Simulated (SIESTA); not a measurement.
Checking a run of SIESTA on Cs₃Bi₂Br₉ (P-3m1, 14 atoms in the cell). The aim is a self-consistent single point with DFT, GGA PBEsol, numerical atomic orbitals TZP, PseudoDojo PBEsol standard norm-conserving potentials (rewritten from UPF to PSML).

Cell that was meant: a = 7.9720 Å, b = 7.9720 Å, c = 9.8670 Å, α = 90.00°, β = 90.00°, γ = 120.00°.

Part of the input:

```
OccupationFunction           MP
OccupationMPOrder            1
ElectronicTemperature        50.0 meV
NetCharge                    -1.0

MaxSCFIterations             150
SCF.Mixer.Method             Pulay
```

Output (repeated stretches shortened):

```
reinit: Reading from file input.fdf

reinit: System Name: Cs3Bi2Br9
reinit: System Label: cs3bi2br9

   [... lines left out ...]
outcell: Cell angles (23,13,12) (deg):     90.0000     90.0000    120.0000
outcell: Cell volume (Ang**3)        :    543.0632
new_DM -- step:     1
Initializing Density Matrix...

Attempting to read DM from file... Failed...
DM filled with atomic data:
Note: For starting DM, Qtot, Tr[D*S] =        121.00000000        120.00000000

InitMesh: MESH = 80 x 80 x 120 = 768000
InitMesh: Mesh cutoff (required, used) =   350.000   371.096 Ry

stepf: Methfessel-Paxton step function
       Using Hermite-Gauss polynomials of order  1
        iscf     Eharris(eV)        E_KS(eV)     FreeEng(eV)     dDmax    Ef(eV) dHmax(eV)
   scf:    1   -10204.451065   -10208.174560   -10208.177935  1.277738 -1.494936  8.961955
   scf:    2   -10120.502503   -10183.608438   -10183.611987  0.486550 -3.473899 14.810077
   scf:    3   -10217.196996   -10212.493931   -10212.496468  0.369417 -2.235014  2.262782
   scf:    4   -10212.853343   -10212.716668   -10212.719599  0.035388 -2.434424  0.521925
   scf:    5   -10212.775197   -10212.750259   -10212.753282  0.025332 -2.505383  0.081757
   scf:    6   -10212.752198   -10212.751359   -10212.754361  0.004369 -2.501878  0.041162
   scf:    7   -10212.751705   -10212.751565   -10212.754571  0.002691 -2.503596  0.011472
   scf:    8   -10212.751597   -10212.751583   -10212.754590  0.001062 -2.500534  0.003158
   scf:    9   -10212.751589   -10212.751587   -10212.754592  0.000546 -2.499387  0.002586
   scf:   10   -10212.751587   -10212.751587   -10212.754592  0.000153 -2.499759  0.000351
   scf:   11   -10212.751587   -10212.751587   -10212.754592  0.000025 -2.499754  0.000195
   scf:   12   -10212.751587   -10212.751587   -10212.754592  0.000007 -2.499731  0.000030
SCF Convergence by DM+H criterion
max |DM_out - DM_in|         :     0.0000070611
max |H_out - H_in|      (eV) :     0.0000301729
SCF cycle converged after 12 iterations

Using DM_out to compute the final energy and forces

siesta: E_KS(eV) =           -10212.7516

siesta: E_KS - E_eggbox =    -10212.7516

siesta: Atomic forces (eV/Ang):
     1   -0.000000    0.000000    0.000000
     2   -0.000000   -0.000000   -0.000000
     3    0.000000    0.000000    0.000000
     4   -0.746357   -0.430932    0.493060
     5    0.746394   -0.430931    0.493101
     6    0.000019    0.861830    0.493060
     7   -0.000019   -0.861830   -0.493060
     8   -0.746394    0.430931   -0.493101
     9    0.746357    0.430932   -0.493060
    10   -0.000004    0.000002   -0.034879
   [... lines left out ...]
siesta: FreeEng =    -10212.754592
siesta: Cell volume =        543.063195 Ang**3
siesta:           2.58188004        -10.56196981  kBar
   [... lines left out ...]
     4    -0.023907    7.023907  Br
     5    -0.023905    7.023905  Br
     6    -0.023907    7.023907  Br
     7    -0.023907    7.023907  Br
     8    -0.023905    7.023905  Br
     9    -0.023907    7.023907  Br
    10    -0.203015    9.203015  Cs
    11    -0.203015    9.203015  Cs
    12    -0.165091   15.165091  Bi
    13    -0.165091   15.165091  Bi
    14    -0.174343    9.174343  Cs
 Total    -1.000000
```

### Question
Is anything amiss in this input, and did it matter?

### Answer
The run is not sound. The fault is an unintended net charge. A charged periodic cell changes the electron count and is neutralised by a uniform background, so energy, forces and pressure belong to another system. To fix it, remove the charge. The run converged in 12 iterations without an error; against the sound input the pressure goes from -0.59 to 0.26 GPa, the largest force goes from 0.454 to 1.042 eV/Å and no clean gap remains on the mesh (levels overlap or are partly filled), against 2.51 eV before. The full log also holds: “madelung: WARNING: Charged system, but not an atom or molecule.” and “madelung: WARNING: Energy correction terms can not be applied.”.

The sound input it was made from differs as follows (other fixes are possible):
```diff
-NetCharge                    -1.0
```

With that input, the run converged in 12 iterations: free energy E − TS -10210.0424 eV; top of the valence band (on the code's own zero) -5.58 eV; gap on the k-point mesh 2.51 eV; pressure -0.59 GPa; largest force (vector length) 0.454 eV/Å (DFT, GGA PBEsol, numerical atomic orbitals TZP, PseudoDojo PBEsol standard norm-conserving potentials (rewritten from UPF to PSML)).

On the sound input: the starting cell comes from a database of published, mostly measured structures (it also holds non-ambient and calculated ones), without a prior relaxation at this level. Spin-orbit coupling is off. Values carry the incompleteness of an atom-centred basis. The basis of the alkali or alkaline-earth atoms may lack their empty d shell, which can raise the gap.
